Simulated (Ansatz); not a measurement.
Base system: Sn in the diamond structure (space group Fd-3m, No. 227; a = 6.656 Å; relaxed with 0.1 eV smearing). Axes: x, y, z lie along the cube axes.

All numbers come from Ansatz (an electronic-structure program) PBE, no SOC.

One thing is altered: tensile biaxial strain of 1.00 % in the plane normal to [001], as in epitaxy on a mismatched substrate; the out-of-plane cell vector and the atoms relax.

Q: What happens to the out-of-plane strain?

A: The out-of-plane strain amounts to -0.97 %.

Whether these cells are dynamically stable was not tested.
